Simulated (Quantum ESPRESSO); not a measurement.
## What a tighter setting buys: ecutwfc, Ti2AlC (P6_3/mmc, 8 atoms in the cell)

Cell: a = 3.0574 Å, b = 3.0574 Å, c = 13.6860 Å, α = 90.00°, β = 90.00°, γ = 120.00°.

Method of the run: LDA (PZ), GBRV 1.5 ultrasoft (LDA) pseudopotentials (plane waves; Quantum ESPRESSO).

Base settings: ecutwfc = 50 Ry; ecutrho = 400 Ry; occupations = smearing; smearing = fd; degauss = 0.0073499 Ry; potentials = {Ti: ti_lda_v1.4.uspp.F.UPF, Al: al_lda_v1.uspp.F.UPF, C: c_lda_v1.2.uspp.F.UPF}; K_POINTS = automatic 7 7 2 1 1 1; conv_thr = 1e-10 Ry.

Misses are taken against the tightest run, 100 Ry (ecutrho: 400 Ry → 800 Ry), which need not be fully converged itself. The energy is the free energy per atom.

The count of work is k-points × plane waves × bands × iterations; it is no time, and leaves out set-up, grids and terms that scale otherwise. Core times come from one kind of shared machine and are given to one figure; runs under 30 s give none.

The starting cell comes from a database of computed structures (which also holds hypothetical and non-ambient phases and stackings), without a prior relaxation at this level. Spin polarisation is off. In the base run, with a pressure of about -7 GPa the cell is away from its equilibrium volume at this level.

The runs (ecutwfc): 20 Ry (ecutrho: 400 Ry → 160 Ry) | 25 Ry (ecutrho: 400 Ry → 200 Ry) | 30 Ry (ecutrho: 400 Ry → 240 Ry) | 35 Ry (ecutrho: 400 Ry → 280 Ry) | 40 Ry (ecutrho: 400 Ry → 320 Ry) | 45 Ry (ecutrho: 400 Ry → 360 Ry) | 50 Ry | 57 Ry (ecutrho: 400 Ry → 456 Ry) | 65 Ry (ecutrho: 400 Ry → 520 Ry) | 75 Ry (ecutrho: 400 Ry → 600 Ry) | 88 Ry (ecutrho: 400 Ry → 704 Ry) | 100 Ry (ecutrho: 400 Ry → 800 Ry).

Problem. Which is the coarsest setting among those run that, with all tighter ones, holds the energy within 20 meV/atom of the reference, and what does it save?

Solution. 30 Ry (ecutrho: 400 Ry → 240 Ry), off by 14 meV/atom; it needs 0.17 of the reference's count of work and about 0.2 of the reference's time.

Problem. Which is the coarsest setting among those run that, with all tighter ones, holds the energy within 1 meV/atom of the reference, and what does it save?

Solution. 88 Ry (ecutrho: 400 Ry → 704 Ry), off by 0.27 meV/atom; its saving against the reference is no more than about a factor of 2 in the count of work.

Problem. What does the step from 35 Ry (ecutrho: 400 Ry → 280 Ry) to 75 Ry (ecutrho: 400 Ry → 600 Ry) buy?

Solution. It takes the miss in the energy from 7.3 to 1.9 meV/atom, for 2.9 times the count of work and roughly 3 times the time.

```tsv
ecutwfc	energy less reference (meV/atom)	pressure less reference (GPa)	largest difference in the force on any atom (eV/Å)	count of work / reference	core time / reference (rough)
20 Ry (ecutrho: 400 Ry → 160 Ry)	700.28	-44.50	0.013	0.074	–
25 Ry (ecutrho: 400 Ry → 200 Ry)	73.84	-5.82	0.072	0.13	–
30 Ry (ecutrho: 400 Ry → 240 Ry)	13.80	-0.65	0.005	0.17	0.2
35 Ry (ecutrho: 400 Ry → 280 Ry)	7.26	-0.08	0.003	0.21	0.2
40 Ry (ecutrho: 400 Ry → 320 Ry)	5.55	-0.05	0.003	0.28	0.3
45 Ry (ecutrho: 400 Ry → 360 Ry)	4.54	-0.02	0.001	0.32	0.4
50 Ry	4.08	0.01	0.001	0.38	0.3
57 Ry (ecutrho: 400 Ry → 456 Ry)	3.96	0.02	0.001	0.38	0.5
65 Ry (ecutrho: 400 Ry → 520 Ry)	3.48	-0.04	0.000	0.59	0.6
75 Ry (ecutrho: 400 Ry → 600 Ry)	1.89	-0.09	0.000	0.61	0.7
88 Ry (ecutrho: 400 Ry → 704 Ry)	0.27	-0.02	0.000	0.88	0.7
100 Ry (ecutrho: 400 Ry → 800 Ry)	0.00	0.00	0.000	1.0	1
```
